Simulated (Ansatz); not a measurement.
**What x(Pt) = 0.333, 3 atoms, I4/mmm does to Pd**

The reference is Pd in the fcc (Cu type) structure (space group Fm-3m, No. 225; a = 3.908 Å).

The other end (x = 1) is Pt in the fcc (Cu type) structure (space group Fm-3m, No. 225): 15.29 Å³/atom, gap zero.

Now apply this change: a fraction x = 0.333 of the Pd sites is given to Pt, ordered in a cell of 3 atoms (starting symmetry I4/mmm) and fully relaxed.

The values are results of plane-wave PAW DFT at the r2SCAN level (Ansatz, an electronic-structure program, 500 eV), spin-orbit coupling left out, not measurements. Γ-centred 23×23×23 mesh, Fermi–Dirac width 0.05 eV, for the changed cell.

| quantity | base | changed | shift |
|---|---|---|---|
| volume per atom | 14.93 Å³ | 15.01 Å³ | +0.087 Å³ |
| density | 11.84 g/cm³ | 15.04 g/cm³ | +3.20 g/cm³ |
| shortest interatomic distance | 2.764 Å | 2.762 Å | -0.002 Å |
| band gap | zero | zero | – |
| mixing energy (to 0.01 eV only: unlike meshes or grids) | – | -0.02 eV/atom | – |
| deviation of the volume from the linear (Vegard-type) interpolation | – | -0.2 % | – |

Final structure:

```yaml
crystal:
  lattice:
    - [-1.38590, 1.38590, 5.86198]
    - [1.38590, -1.38590, 5.86198]
    - [1.38590, 1.38590, -5.86198]
  atoms:
    - { symbol: Pt, position: [0.00000, 0.00000, 0.00000] }
    - { symbol: Pd, position: [0.33298, 0.33298, 0.00000] }
    - { symbol: Pd, position: [0.66702, 0.66702, 0.00000] }
```

These are small ordered cells, not random alloys; other orderings at the same x differ. Whether these cells are dynamically stable was not tested. The final runs are not spin-polarised. Pt lies near a magnetic instability that expansion can trigger; it was not tested. Pd2Pt and Pd have a high density of states at the Fermi level and may be magnetic at this level.
